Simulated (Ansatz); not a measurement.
Reference: GaAs (F-43m), r2SCAN with spin-orbit coupling, rigid bands (plane waves, PAW; Ansatz, an electronic-structure program); axes and stresses refer to this cell.

```
CELL_PARAMETERS angstrom
      0.00000     2.82931     2.82931
      2.82931     0.00000     2.82931
      2.82931     2.82931     0.00000
ATOMIC_POSITIONS crystal
  Ga 0.00000 0.00000 0.00000
  As 0.25000 0.25000 0.25000
```

- hole conductivity mass = 0.40 mₑ
- band gap = 0.89 eV
- Seebeck coefficient, p-type 1e19 cm⁻³ = 243 μV/K

```
Change                                                          hole conductivity mass  band gap  Seebeck coefficient, p-type 1e19 cm⁻³
--------------------------------------------------------------  ----------------------  --------  -------------------------------------
hydrostatic pressure of -2.4 GPa (compression positive)                        0.42 mₑ   0.59 eV                               246 μV/K
hydrostatic pressure of 2.4 GPa (compression positive)                         0.38 mₑ   1.15 eV                               240 μV/K
hydrostatic pressure of 4.8 GPa (compression positive)                         0.37 mₑ   1.38 eV                               238 μV/K
uniaxial stress along [001] of 1.2 GPa (compression positive)                  0.32 mₑ   0.89 eV                             (withheld)
uniaxial stress along [001] of 3.6 GPa (compression positive)               (withheld)   0.82 eV                               145 μV/K
uniaxial stress along [110] of -1.2 GPa (compression positive)              (withheld)   0.81 eV                               229 μV/K
```

Question: Fill in the missing entries.

Answer: 
- uniaxial stress along [001] of 1.2 GPa (compression positive), Seebeck coefficient, p-type 1e19 cm⁻³: 210 μV/K
- uniaxial stress along [001] of 3.6 GPa (compression positive), hole conductivity mass: 0.187 mₑ
- uniaxial stress along [110] of -1.2 GPa (compression positive), hole conductivity mass: 0.37 mₑ

Masses are for dilute carriers at 300 K, harmonic means over directions unless an axis is named. Seebeck coefficients are for the stated density at 300 K, with one relaxation time for all states and whether or not that doping can be reached. Stresses and pressures are the targets of the relaxation.  The structure type is held under load, also where the real crystal would transform.
